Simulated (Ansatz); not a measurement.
Cost and result by functional for the adsorption energy of Br on the 1x1 (110) surface of bcc Ta, one in a 2x2 cell, started at the site 'hollow Ta-Ta-Ta', in Ansatz (plane waves, PAW). Single points on the PBE structure, on one kind of machine; costs are rough ratios of the slab run's core time (references not counted) to the cheapest single point. r2SCAN's cost holds its higher cutoff (500 against 420 eV). Differences are taken against r2SCAN for comparison alone: no measured value is at hand, so the table doesn't rank accuracy.

Slab: 17 atoms, 6.8 Å thick at the start under the adsorbate (thin: gaps and levels are the slab's own); k 5x5x1, smearing 0.1 eV, dipole-corrected; 8 atoms held, the rest relaxed; start symmetry kept, larger cells not searched; no spin, no spin-orbit, no U, no dispersion correction. At the end it is bonded to 4 Ta. In PBE it is, or lies within 0.03 eV of, the lowest of the starts that converged. These notes are the PBE run's. Adsorption energies are against ½ Br2(g). A negative adsorption energy means that the adsorbate is more stable on the surface than in its reference.

```json
[
 {"functional": "RPBE", "relative cost": "1", "adsorption energy (eV)": "-2.68", "less r2SCAN (eV)": "0.66"},
 {"functional": "r2SCAN", "relative cost": "2", "adsorption energy (eV)": "-3.34", "less r2SCAN (eV)": "0.00"},
 {"functional": "PBE (the relaxed run's value)", "relative cost": "–", "adsorption energy (eV)": "-2.92", "less r2SCAN (eV)": "0.42"}
]
```

The values span 0.66 eV, while the single points' costs differ by a factor of roughly 2. Differences are of unrounded values.

Ansatz is an electronic-structure program.
